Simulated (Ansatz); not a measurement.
The parent structure is Bi$_{2}$SiO$_{5}$ (space group Cmc2_1, No. 36; a cell from a computed database, its experimental status unchecked).

```
Bi2SiO5
1.0
    7.58446    -2.74037     0.00000
    7.58446     2.74037     0.00000
    0.00000     0.00000     5.32723
Si Bi O
2 4 10
Direct
  0.67883   0.32117   0.80042
  0.32117   0.67883   0.30042
  0.61370   0.05558   0.24481
  0.38630   0.94442   0.74481
  0.94442   0.38630   0.24481
  0.05558   0.61370   0.74481
  0.25962   0.24134   0.01515
  0.74038   0.75866   0.51515
  0.75866   0.74038   0.01515
  0.24134   0.25962   0.51515
  0.73420   0.08197   0.82458
  0.26580   0.91803   0.32458
  0.91803   0.26580   0.82458
  0.08197   0.73420   0.32458
  0.46945   0.53055   0.02849
  0.53055   0.46945   0.52849
```

Level of theory: Kohn–Sham DFT with the PBEsol functional, run in Ansatz (a first-principles code) with PAW and 420 eV plane waves, scalar-relativistic without spin-orbit coupling.

One change was made to it. Results:

The shortest interatomic distance falls by 0.016 Å, from 1.616 Å to 1.600 Å; the density grows by 0.59 g/cm³ to 8.48 g/cm³.

**Question.** Which change produced these results?
A) pressure −1 GPa
B) pressure 3 GPa
C) pressure 0.3 GPa
D) pressure 0.7 GPa
E) pressure 7.5 GPa

**Answer.** E, pressure 7.5 GPa. For comparison, the shortest interatomic distance in the other runs: pressure 0.7 GPa gives 1.614 Å; pressure 0.3 GPa gives 1.615 Å; pressure −1 GPa gives 1.619 Å; pressure 3 GPa gives 1.609 Å.

Load acts through the strain it causes; cell and atoms are relaxed under it. Whether these cells are dynamically stable was not tested. Competing high-pressure phases were not computed.
